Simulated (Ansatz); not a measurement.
Slab thickness and the (111) surface of fcc Ag: the same face, mesh and vacuum, all atoms relaxed in the 1x1 cell under the symmetry of the ideal cut; the real face may buckle or reconstruct.

Level of theory: PBE (plane waves to 420 eV, PAW; Ansatz, a first-principles code).

| atoms | thickness (Å) | γ (J/m²) | work function, top face (eV) | rough cost |
|---|---|---|---|---|
| 2 | 2.4 | 0.74 | (withheld) | roughly 8 core-seconds |
| 3 | 4.8 | 0.72 | (withheld) | about 12 core-seconds (a rough figure) |
| 4 | 7.1 | 0.75 | 4.45 | roughly 19 core-seconds |
| 5 | 9.6 | 0.72 | 4.46 | about 26 core-seconds (a rough figure) |
| 6 | 12.0 | 0.75 | 4.45 | around 40 core-seconds (rough) |
| 7 | 14.3 | 0.72 | 4.40 | very roughly 40 core-seconds |
| 9 | 19.1 | 0.74 | 4.40 | roughly 80 core-seconds |
| 11 | 24.0 | 0.74 | 4.42 | about 100 core-seconds (a rough figure) |
| 15 | 33.5 | 0.73 | (withheld) | around 3 core-minutes (rough) |

Fill in the missing entries.


- 2, work function, top face (eV): 4.60
- 3, work function, top face (eV): 4.47
- 15, work function, top face (eV): 4.41
